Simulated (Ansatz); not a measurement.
# Defect calculation: Cr on the Si site in 4H silicon carbide

The numbers are results of PBE, PAW (plane waves to 420 eV; Ansatz, an electronic-structure program), not measurements. The supercell holds 96 host sites (3×2×1 repeats of the unit cell), with a 2×2×2 shifted k-point sampling for the final energies. Site at the start: the Si(k) site. Charged cells carry a point-charge image correction with potential alignment at far atoms. Dielectric constants: PBE linear response of the host. Host gap at this level: 2.23 eV. These values are not converged in cell size to better than tenths of an eV. The semilocal functional narrows the gap, so deep levels can fall outside it. Spin–orbit coupling is left out, and no Hubbard U is applied to the open shells. Each state is the lowest found from its start.

Formation energies E_f are given with the Fermi level at the valence-band maximum. Chemical conditions: C-rich (Δμ(Si) = -0.41 eV, Δμ(Cr) = -0.100 eV, bounded by Cr23C6 (Fm-3m); only phases computed here count, gases as isolated molecules at 0 K). Reference phases: Cr: bcc Cr, antiferromagnetic, Si: silicon.

```tsv
charge	moment (μB)	largest move off a lattice site (Å)	image correction with alignment (eV)	E_f, C-rich (eV)	above the lowest spin state (eV)
+1	1.0	0.03	0.23	2.08	0.00
0	2.0	0.07	0.00	2.24	0.00
0†	not spin-polarised	0.06	0.00	3.26	1.02
−1	3.0	0.14	0.10	4.34	0.00
−1	3.0	0.14	0.10	4.34	0.00
−2†	4.0	0.16	0.53	–	0.00
−2*	not spin-polarised	0.18	–	–	1.14
```

* At this level the carrier isn't localised at the defect: . Such a state is shallow or no state of the defect, and this cell gives it no level.

† Not settled in this cell, so no level is given: charge −2: a level filled in part, carriers not clearly localised, level within 0.1 eV of a band edge or past it.

Starting moments that weren't kept: charge −1 began with 1 μB and ended with 3.0.

No other site or start that was run ended lower by more than 0.1 eV.

Transition levels above the valence-band maximum: ε(+1/0) = 0.16 eV; ε(0/−1) = 2.10 eV. With a charge missing or unsettled, these needn't be thermodynamic levels.

Flagged in the runs: a host whose relaxation on this sampling wasn't shown to rest.
